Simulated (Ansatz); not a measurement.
Structures of equal composition on the (0001) surface of hcp Ti: a pseudomorphic layer of Pd in the host's stacking; a pseudomorphic layer of Pd in the other hollow. The slabs share one bottom face, and each structure is named by its start. These are constructed structures in small cells; real faces may alloy, dewet or reconstruct in larger ones, and not all known structures of the face are among them. Slabs of about 12 Å with all that they carry, Fermi-Dirac smearing of 0.1 eV. Bottom of the slabs: a bare face, its two planes held. Relaxed from the named starts with such symmetry as they have, on meshes of like density; energies extrapolated to zero smearing; no spin-orbit coupling, no U. Spin-polarised runs, if any, are marked in brackets, and their order is one that fits the cell; the others ran without spin.

All values below come from PBE (plane waves to 420 eV, PAW; Ansatz, a first-principles code).

Q: Put the candidates in order of energy per 1x1 cell, lowest first, for PBE.

A: a pseudomorphic layer of Pd in the other hollow (0.000 eV), a pseudomorphic layer of Pd in the host's stacking (0.064 eV)
